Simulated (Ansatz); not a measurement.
For BAs (model structure, started from the WC type, P-6m2, No. 187, 2 atoms in the cell), PBEsol (Ansatz, an electronic-structure program, plane waves, PAW) gives:

```
Quantity              Result
-------------------  -------
lattice parameter a  3.144 Å
c axis length        2.891 Å
```

### Question
What does r²SCAN (PAW; Ansatz) give for the same quantities?

### Answer

- lattice constant a: 3.195 Å (increases by 1.6 %)
- lattice parameter c: 2.877 Å (drops by 0.5 %)

Changes are worked out from the printed values.

Unless a cell is named, each level is at its own relaxed cell (PBEsol 12.38, r²SCAN 12.72 Å³/atom).

Ansatz's density-functional and Hartree–Fock values are scalar-relativistic unless marked +SOC, with PAW data made under PBE.

A model structure was made by putting elements into a prototype or built by hand; it is no filed structure, need not be a known phase, and can be a saddle point held by its symmetry.
